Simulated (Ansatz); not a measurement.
The reference is BaTiO$_{3}$ in the cubic perovskite structure (space group Pm-3m, No. 221; a = 4.019 Å).

All numbers come from PBE (Ansatz, a quantum-chemistry and plane-wave program; PAW; 420 eV plane waves; spin-orbit coupling left out).

One change was made to it. Results:

```csv
quantity,base,after
band gap,1.78 eV,2.00 eV
width of the top valence band,0.95 eV,1.02 eV
lattice parameter a,4.019 Å,3.877 Å
```

**Question.** What was done to the base?
(A) pressure 9 GPa
(B) pressure 4.5 GPa
(C) pressure −2 GPa
(D) pressure 22.5 GPa

**Answer.** D, pressure 22.5 GPa. For comparison, the band gap in the other runs: pressure 9 GPa gives 1.89 eV; pressure 4.5 GPa gives 1.84 eV; pressure −2 GPa gives 1.76 eV.

Load acts through the strain it causes; cell and atoms are relaxed under it. No phonon test of stability was made. No other phases were tried under pressure. The final runs are not spin-polarised. Many cubic perovskites are stable only at high temperature; tilts and polar distortions were not tested. This is not the structure that BaTiO3 has at room temperature and ambient pressure.
